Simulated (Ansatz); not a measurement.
The parent structure is Mg$_{2}$Si (space group Fm-3m, No. 225; a = 6.325 Å).

Structures relaxed with PBEsol (Ansatz, a program for electronic structure), scalar-relativistic without spin-orbit coupling, earlier PAW set.

Base:

Simulated powder pattern, Cu Kα1, λ = 1.54056 Å (kinematic, ideal powder, no thermal factors, no anomalous dispersion; the 8 strongest lines at most, above 2 %, up to 2θ = 90°):

```
2θ (°)  I/Imax (%)    hkl
------  ----------  -----
24.35           36  (111)
28.19           11  (200)
40.29          100  (220)
47.64           15  (311)
58.30           16  (400)
64.12          6.2  (331)
73.25           31  (422)
87.08          9.8  (440)
```

One thing is altered: every Si is replaced by Ir, then cell and atoms are relaxed.

Question: How do the reflections move or split?

Answer: 
Simulated powder pattern, Cu Kα1, λ = 1.54056 Å (kinematic, ideal powder, no thermal factors, no anomalous dispersion; the 8 strongest lines at most, above 2 %, up to 2θ = 90°):

```csv
2θ (°),I/Imax (%),hkl
25.04,100,(111)
29.00,28,(200)
41.47,65,(220)
49.06,51,(311)
60.09,11,(400)
66.14,21,(331)
75.65,23,(422)
81.15,16,(511)
```

The indices refer to each structure's own conventional cell; one index is shown for lines that coincide.

Stability against distortions was not tested. As relaxed here, Mg2Ir is a hypothetical phase, not in the database extracts checked. All final runs are without spin polarisation.
